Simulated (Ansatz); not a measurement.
# CdTe, response to strain

The parent structure is CdTe in the zinc blende structure (space group F-43m, No. 216; a = 6.6180 Å).

Strains are applied to the cell and any free atomic positions relax.

Method: PBE (Ansatz, a first-principles code), without spin-orbit coupling.

```json
[
 {"isotropic strain (%)": "-3", "band gap (eV)": "0.86"},
 {"isotropic strain (%)": "-2", "band gap (eV)": "0.77"},
 {"isotropic strain (%)": "-1.5", "band gap (eV)": "?"},
 {"isotropic strain (%)": "-1", "band gap (eV)": "0.67"},
 {"isotropic strain (%)": "0", "band gap (eV)": "0.59"},
 {"isotropic strain (%)": "1.5", "band gap (eV)": "0.46"},
 {"isotropic strain (%)": "2", "band gap (eV)": "0.42"},
 {"isotropic strain (%)": "2.5", "band gap (eV)": "0.37"},
 {"isotropic strain (%)": "3", "band gap (eV)": "0.33"}
]
```

Question: Fit E_g = E₀ + Dε (ε in %) to the rows shown and predict the withheld row.

Answer: Least squares on the printed values gives E₀ = 0.59 eV, D = -87.9 meV per % of strain (largest residual 0.01 eV); this predicts 0.72 eV, and the run gives 0.72 eV, in agreement.

Spin-orbit coupling, missing from the scalar runs, can matter with Te. Stability against distortions was not tested.
